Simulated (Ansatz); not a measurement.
# A computed series for CuCl: carrier doping

Consider CuCl in the zinc blende structure (space group F-43m, No. 216).

```
CELL_PARAMETERS angstrom
      0.00000     2.64485     2.64485
      2.64485     0.00000     2.64485
      2.64485     2.64485     0.00000
ATOMIC_POSITIONS crystal
  Cu 0.00000 0.00000 0.00000
  Cl 0.25000 0.25000 0.25000
```

Carriers are added at fixed cell with a uniform background; the Fermi–Dirac width is that of 300 K.

Method: PBEsol/PAW in Ansatz (a program for electronic structure), no spin-orbit coupling.

For the base:

- Gap between the host's bands = 0.55 eV

The aim is a gap between the host's bands between 0.40 eV and 0.44 eV. Which of these changes reaches it?
(A) electrons 7.0×10^21 cm⁻³
(B) holes 7.0×10^21 cm⁻³
(C) holes 2.0×10^21 cm⁻³
(D) holes 5.0×10^21 cm⁻³

A, electrons 7.0×10^21 cm⁻³. It gives 0.43 eV; holes 7.0×10^21 cm⁻³ gives 1.09 eV; holes 5.0×10^21 cm⁻³ gives 0.94 eV; holes 2.0×10^21 cm⁻³ gives 0.71 eV. Changes not listed may reach it too

Carriers are added with a uniform compensating background; total energy and stress of such cells depend on the potential's zero and are not compared; many-body gap narrowing is missing at this level. Stability against distortions was not tested. No Hubbard U is applied. All final runs are without spin polarisation.
